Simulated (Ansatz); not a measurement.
## Relaxation of the atoms of ReOs2 (I4/mmm, 3 atoms in the cell) at several settings

```xyz
3
Lattice="-1.6726 1.6726 4.0938 1.6726 -1.6726 4.0938 1.6726 1.6726 -4.0938" Properties=species:S:1:pos:R:3 pbc="T T T"
Re     0.0000     0.0000     0.0000
Os     0.0000     0.0000     2.7453
Os     0.0000     0.0000     5.4423
```

Base: PBE (Ansatz, a program for electronic structure). Its settings: basis.ecutwfc = 420 eV; kpoints.mp_grid.grid = 9 9 9; kpoints.mp_grid.shift = 0.5 0.5 0.5; hamiltonian.xc = pbe; hamiltonian.pseudopotentials = {kind: paw} (the program's default PAW files); scf.occupations.method = fermi_dirac; scf.occupations.width = 0.1 eV. Starting volume 15.27 Å³ per atom.

Each line gives the change from the base single point and the result:

- atoms moved at random; relax: default → atoms; relax.f_tol: default → 0.03 eV/Å: pressure -5.37 GPa; largest force (vector length) 0.002 eV/Å; relaxation steps 4; free energy against the base single point -0.2 meV/atom.
- atoms moved at random; relax: default → atoms; relax.f_tol: default → 0.1 eV/Å: pressure -5.05 GPa; largest force (vector length) 0.076 eV/Å; relaxation steps 2; free energy against the base single point 0.5 meV/atom.
- relax: default → atoms: pressure -5.37 GPa; relaxation steps 4; free energy against the base single point -0.2 meV/atom.

The starting cell was generated: these elements placed on a structure prototype, without a prior relaxation; it need not be a known phase or ordering of this composition. Spin polarisation is off. Ansatz's pressure includes its estimate of the finite-basis (Pulay) stress.

Keys are those of Ansatz 0.2.
